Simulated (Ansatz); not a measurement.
Input:

```yaml
crystal:
  lattice:
    - [0.00000, 2.12321, 2.12321]
    - [2.12321, 0.00000, 2.12321]
    - [2.12321, 2.12321, 0.00000]
  atoms:
    - { symbol: Ti, position: [0.00000, 0.00000, 0.00000] }
    - { symbol: C, position: [0.50000, 0.50000, 0.50000] }
```

No spin polarisation.

Method: PBE/PAW in Ansatz (an electronic-structure program), no spin-orbit coupling. Γ-centred 23×23×23 mesh, Fermi–Dirac width 0.1 eV.

Q: Predict the band gap, pressure and space group.

A: 
```json
{
 "band_gap": "zero",
 "pressure": "17.1 GPa",
 "space_group": "Fm-3m (No. 225)"
}
```

The cells carry an imposed strain or load. Stability against distortions was not tested. All final runs are without spin polarisation. The cell was made from TiC in the rock salt structure (space group Fm-3m, No. 225) by this change: isotropic strain −2.00 %.
